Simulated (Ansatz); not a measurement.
LaBr2, pressure series

Base system: LaBr$_{2}$ (space group P6_3/mmc, No. 194; ferromagnetic; layered, stacked along the Cartesian z axis).

```
LaBr2
1.0
    4.09367     0.00000     0.00000
   -2.04683     3.54522     0.00000
    0.00000     0.00000    13.85845
La Br
2 4
Cartesian
  0.00000   0.00000  10.39384
  0.00000   0.00000   3.46461
  0.00000   2.36348   1.53658
  2.04683   1.18174  12.32188
  2.04683   1.18174   8.46580
  0.00000   2.36348   5.39265
```

Cell and atoms are relaxed at each pressure.

Level of theory: r2SCAN+rVV10/PAW in Ansatz (a first-principles code), no spin-orbit coupling.

```json
[
 {"change": "base", "c/a ratio": "3.385", "band gap": "0.80 eV", "smallest direct gap": "1.11 eV", "lattice parameter a": "4.094 Å"},
 {"change": "pressure 0.3 GPa", "c/a ratio": "3.368", "band gap": "0.78 eV", "smallest direct gap": "1.10 eV", "lattice parameter a": "4.081 Å"},
 {"change": "pressure 0.7 GPa", "c/a ratio": "3.351", "band gap": "0.76 eV", "smallest direct gap": "1.09 eV", "lattice parameter a": "4.066 Å"},
 {"change": "pressure 1.5 GPa", "c/a ratio": "___", "band gap": "___", "smallest direct gap": "___", "lattice parameter a": "___"},
 {"change": "pressure 3 GPa", "c/a ratio": "3.312", "band gap": "0.69 eV", "smallest direct gap": "1.03 eV", "lattice parameter a": "3.989 Å"},
 {"change": "pressure 5 GPa", "c/a ratio": "3.312", "band gap": "0.65 eV", "smallest direct gap": "0.99 eV", "lattice parameter a": "3.931 Å"}
]
```

**Question.** What belongs in the blanks?

**Answer.** 
- pressure 1.5 GPa, c/a ratio: 3.328
- pressure 1.5 GPa, band gap: 0.73 eV
- pressure 1.5 GPa, smallest direct gap: 1.07 eV
- pressure 1.5 GPa, lattice parameter a: 4.037 Å

Other magnetic orders, which the real material may have, were not ruled out. Load acts through the strain it causes; cell and atoms are relaxed under it. Stability against distortions was not tested. No other phases were tried under pressure. A gap here joins edges of opposite spin (a spin-flip gap).
